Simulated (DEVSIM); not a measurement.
Device: abrupt Si p-n junction, at 350 K.

| layer (left to right) | material | thickness (μm) | Nd (cm⁻³) | Na (cm⁻³) | τn (s) | τp (s) |
|---|---|---|---|---|---|---|
| 1 | Si | 0.0910 | - | 1.3e19 | 0.00024 | 0.00024 |
| 2 | Si | 2.90 | 3.1e15 | - | 0.00024 | 0.00024 |

Left contact: ohmic. Right contact: ohmic. Voltage is applied to the left contact. Recombination: SRH at mid-gap. Mobility is μmin + (μ − μmin)/(1 + (N/Nref)^α).

This is a model device: material constants are rounded textbook-type values typed into the input, and sizes, dopings and lifetimes were drawn at random. Values at 300 K; Nc and Nv go as T^1.5, mobilities as T to minus their exponent, the gap by Varshni's rule with the affinity fixed.

```
parameter               Si
----------------  --------
gap (eV)             1.124
affinity (eV)         4.05
permittivity          11.7
Nc (cm⁻³)          2.86e19
Nv (cm⁻³)           3.1e19
μn (cm²/Vs)           1417
μp (cm²/Vs)            470
μn,min                  52
μp,min                  45
Nref,n              9.7e16
Nref,p              2.2e17
αn                    0.68
αp                    0.72
T exponent of μn       2.3
T exponent of μp       2.2
Varshni α (eV/K)  0.000473
Varshni β (K)          636
```

Simulated with DEVSIM: 1D drift-diffusion, Boltzmann statistics, complete ionisation; no tunnelling, impact ionisation, image-force lowering or self-heating.

Task: Tabulate band edges, carrier densities and field at zero bias.

Result: Energies count from the Fermi level of the right contact; mesh points crowd at the junctions.

```csv
x (μm),Ec (eV),Ev (eV),n (cm⁻³),p (cm⁻³),field (V/cm)
0.000,1.077,-0.033,11000,1.3e19,≈ 0
0.01332,1.077,-0.033,11000,1.3e19,≈ 0
0.02997,1.077,-0.033,11000,1.3e19,≈ 0
0.04911,1.077,-0.033,11000,1.3e19,≈ 0
0.07360,1.077,-0.033,11000,1.3e19,≈ 0
0.08774,1.075,-0.036,12000,1.2e19,-24000
0.09892,0.965,-0.146,460000,3.1e17,-59000
0.1280,0.865,-0.246,1.3e7,1.1e16,-25000
0.1661,0.778,-0.332,2.2e8,6.4e14,-21000
0.2276,0.657,-0.454,1.2e10,1.2e13,-18000
0.3272,0.500,-0.611,2.3e12,6.2e10,-13000
0.5620,0.312,-0.799,1.2e15,1.2e8,-3200
0.8684,0.283,-0.828,3.0e15,4.7e7,-95
1.365,0.282,-0.828,3.1e15,4.6e7,≈ 0
2.104,0.282,-0.828,3.1e15,4.6e7,≈ 0
2.453,0.282,-0.828,3.1e15,4.6e7,≈ 0
2.654,0.282,-0.828,3.1e15,4.6e7,≈ 0
2.792,0.282,-0.828,3.1e15,4.6e7,≈ 0
2.898,0.282,-0.828,3.1e15,4.6e7,≈ 0
2.943,0.282,-0.828,3.1e15,4.6e7,≈ 0
2.970,0.282,-0.828,3.1e15,4.6e7,≈ 0
2.991,0.282,-0.828,3.1e15,4.6e7,≈ 0
```
